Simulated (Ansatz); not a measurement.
Start from FeGe in the rock salt structure (space group Fm-3m, No. 225; ferromagnetic; a hypothetical phase, not in the database extracts checked).

```
FeGe
1.0
    0.00000     2.51095     2.51095
    2.51095     0.00000     2.51095
    2.51095     2.51095     0.00000
Ge Fe
1 1
Cartesian
  0.00000   0.00000   0.00000
  2.51095   2.51095   2.51095
```

Cartesian axes are those of the cell as printed.

Calculations: r2SCAN (Ansatz, a quantum-chemistry and plane-wave program, PAW, without spin-orbit coupling).

Before the change:

```
Item                   Result
-------------------  --------
Largest site moment   2.97 μB
Pressure              0.0 GPa
Volume per atom      15.83 Å³
```

Perturbation: compressive biaxial strain of 3.79 % in the plane normal to [001], as in epitaxy on a mismatched substrate; the out-of-plane cell vector and the atoms relax.

How does this affect the largest site moment, pressure, energy relative to the base and volume per atom?

The largest site moment drops by 0.206 μB to 2.77 μB; the pressure (mean of the normal stresses, compression positive) goes from zero to 6.2 GPa; the energy goes up by 32 meV/atom; the volume per atom shrinks by 0.91 Å³ (15.83 Å³ → 14.92 Å³).

The magnetic state is the one reached from the starting moments; the real material's order can differ, and small cells can't hold many antiferromagnetic ones. Without a gap, meshes like the base's 16×16×16 leave anisotropic stresses uncertain by several tenths of a GPa, and small strain energies with them. Stability against distortions was not tested.
